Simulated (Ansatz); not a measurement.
Given:

End structure of the 1x1 (111) surface of fcc Au (the real clean face reconstructs):

```
CELL_PARAMETERS angstrom
      8.81878     0.00000     0.00000
     -4.40939     7.63729     0.00000
      0.00000     0.00000    26.50000
ATOMIC_POSITIONS crystal
  Au 0.11111 0.22222 0.36414
  Au 0.11111 0.55556 0.36414
  Au 0.11111 0.88889 0.36414
  Au 0.44444 0.22222 0.36414
  Au 0.44444 0.55556 0.36414
  Au 0.44444 0.88889 0.36414
  Au 0.77778 0.22222 0.36414
  Au 0.77778 0.55556 0.36414
  Au 0.77778 0.88889 0.36414
  Au 0.22222 0.11111 0.45529
  Au 0.22222 0.44444 0.45529
  Au 0.22222 0.77778 0.45529
  Au 0.55556 0.11111 0.45529
  Au 0.55556 0.44444 0.45529
  Au 0.55556 0.77778 0.45529
  Au 0.88889 0.11111 0.45529
  Au 0.88889 0.44444 0.45529
  Au 0.88889 0.77778 0.45529
  Au 0.00000 0.00000 0.54471
  Au 0.00000 0.33333 0.54471
  Au 0.00000 0.66667 0.54471
  Au 0.33333 0.00000 0.54471
  Au 0.33333 0.33333 0.54471
  Au 0.33333 0.66667 0.54471
  Au 0.66667 0.00000 0.54471
  Au 0.66667 0.33333 0.54471
  Au 0.66667 0.66667 0.54471
  Au 0.11111 0.22222 0.63586
  Au 0.11111 0.55556 0.63586
  Au 0.11111 0.88889 0.63586
  Au 0.44444 0.22222 0.63586
  Au 0.44444 0.55556 0.63586
  Au 0.44444 0.88889 0.63586
  Au 0.77778 0.22222 0.63586
  Au 0.77778 0.55556 0.63586
  Au 0.77778 0.88889 0.63586
```

Set-up: 36 atoms, 7.2 Å thick at the start (thin: gaps and levels are the slab's own); mesh 4x4x1; 0.1 eV smearing; dipole correction on; 9 atoms held, the rest relaxed; held to the start's symmetry, so lower structures may exist; no spin, no spin-orbit, no U.

**Question.** What work function of the top face does PBE (Ansatz, a quantum-chemistry and plane-wave program) give?

**Answer.** 5.12 eV
